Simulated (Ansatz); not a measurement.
Start from HfO$_{2}$ (space group P4_2/nmc, No. 137; a = 3.568 Å, c = 5.167 Å).

One thing is altered: hydrostatic tension (pressure −1 GPa).

Levels (all Ansatz, a program for electronic structure, PAW, earlier PAW set): PBEsol (420 eV, scalar-relativistic without spin-orbit coupling); r2SCAN (500 eV, no spin-orbit coupling); HSE06 (420 eV, no SOC).

One geometry, relaxed with PBEsol, under each level:

```json
[
 {"level": "PBEsol", "band gap": "4.58 eV", "lowest conduction level above the VBM at special points": "Γ 4.58 eV; X 5.02 eV; R 5.17 eV; Z 5.29 eV", "pressure": "-1.00 GPa"},
 {"level": "r2SCAN", "band gap": "5.24 eV", "lowest conduction level above the VBM at special points": "Γ 5.24 eV; X 5.62 eV; R 5.77 eV; Z 5.91 eV", "pressure": "1.04 GPa"},
 {"level": "HSE06", "band gap": "?", "lowest conduction level above the VBM at special points": "?", "pressure": "–"}
]
```

### Question
Give the withheld HSE06 results.

### Answer

- HSE06, band gap: 6.35 eV
- HSE06, lowest conduction level above the VBM at special points: Γ 6.35 eV; X 6.80 eV; R 6.98 eV

Single points use the geometry relaxed with PBEsol. Their cutoffs differ, which shifts pressures a little. HSE06 gaps are upper bounds (no full band path). Spin-orbit coupling, missing from the scalar runs, can matter with Hf. Load acts through the strain it causes; cell and atoms are relaxed under it. Whether these cells are dynamically stable was not tested. This is not the structure that HfO2 has at room temperature and ambient pressure.
